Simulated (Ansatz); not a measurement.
H on the 1x1 (111) surface of fcc Rh, one in a 2x1 cell, started at the site 'hollow Rh-Rh-Rh over Rh at depth 2.2 Å'

Calculation: PBE (plane waves to 420 eV, PAW; Ansatz, a first-principles code).

Model: 9-atom slab, 6.5 Å thick at the start under the adsorbate (thin: gaps and levels are the slab's own), 6x12x1 mesh, Fermi-Dirac 0.1 eV, dipole correction, 4 atoms held, the rest relaxed; start symmetry kept, larger cells not searched; no spin, no spin-orbit, no U, no dispersion correction. At the end it is bonded to 3 Rh. In PBE it is, or lies within 0.03 eV of, the lowest of the starts that converged.

The adsorption energy against ½ H2(g) comes out as -0.51 eV and the work function of the top face is 5.23 eV. The change of the work function is 0.084 eV and the change of the step from the bottom to the top vacuum level, against the clean slab comes out as 0.088 eV. The energy released by relaxation is 0.068 eV. The height of the binding atom over the mean of the host atoms within 0.3 Å of the top one is 0.950 Å and the nearest host atoms of the binding atom is Rh at 1.83 Å, Rh at 1.86 Å, Rh at 3.17 Å. The largest move of a host atom is 0.07 Å and the cost comes out as around 2.7 core-minutes (rough).

A negative adsorption energy means that the adsorbate is more stable on the surface than in its reference.
